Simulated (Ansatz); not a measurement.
A set of cells, compared by their density of states at the Fermi level.

Cell A: CoSi2 (Fm-3m), 3 atoms in the cell; spin state with PBE: no moments, k-point mesh 12×12×12 on the run's own vectors.
```cif
data_CoSi2
_chemical_formula_sum 'Co1 Si2'
_space_group_name_H-M_alt 'P 1'
_space_group_IT_number 1
_cell_length_a 3.78976
_cell_length_b 3.78976
_cell_length_c 3.78976
_cell_angle_alpha 60.000
_cell_angle_beta 60.000
_cell_angle_gamma 60.000
loop_
_space_group_symop_operation_xyz
  'x, y, z'
loop_
_atom_site_label
_atom_site_type_symbol
_atom_site_fract_x
_atom_site_fract_y
_atom_site_fract_z
_atom_site_occupancy
Co1 Co 0.00000 0.00000 0.00000 1
Si1 Si 0.75000 0.75000 0.75000 1
Si2 Si 0.25000 0.25000 0.25000 1
```

Cell B: NiSi2 (Fm-3m), 3 atoms in the cell; spin state with PBE: no moments, k-point mesh 12×12×12 on the run's own vectors.
```
CELL_PARAMETERS angstrom
      0.00000     2.72197     2.72197
      2.72197     0.00000     2.72197
      2.72197     2.72197     0.00000
ATOMIC_POSITIONS crystal
  Si 0.25000 0.25000 0.25000
  Si 0.75000 0.75000 0.75000
  Ni 0.00000 0.00000 0.00000
```

All numbers come from Ansatz (a first-principles code), plane waves with PAW, its default PAW set, cutoff 420 eV, 500 eV for r2SCAN. The structures are at rest with PBE; other levels are single points on them. Neutral cells; Fermi-Dirac smearing of at most 0.05 eV in the solids, energies taken to zero width. The lattices are those relaxed with PBE, so at other levels the solids can be strained, which adds to the spread. A dispersion term ran beside these levels; it doesn't touch the electrons. Both spins, broadened by a Gaussian of 0.2 eV on the run's mesh.

### Question
Predict the density of states at the Fermi level (states/eV per atom) of each cell with PBE.

### Answer
| system | PBE |
|---|---|
| A | 0.36 |
| B | 0.31 |

With PBE the value of A exceeds that of B by 0.05 states/eV per atom.

### Question
And at the other levels?

### Answer
```json
[
 {"system": "A", "r2SCAN": "0.34"},
 {"system": "B", "r2SCAN": "0.28"}
]
```

With r2SCAN the value of A exceeds that of B by 0.06 states/eV per atom.
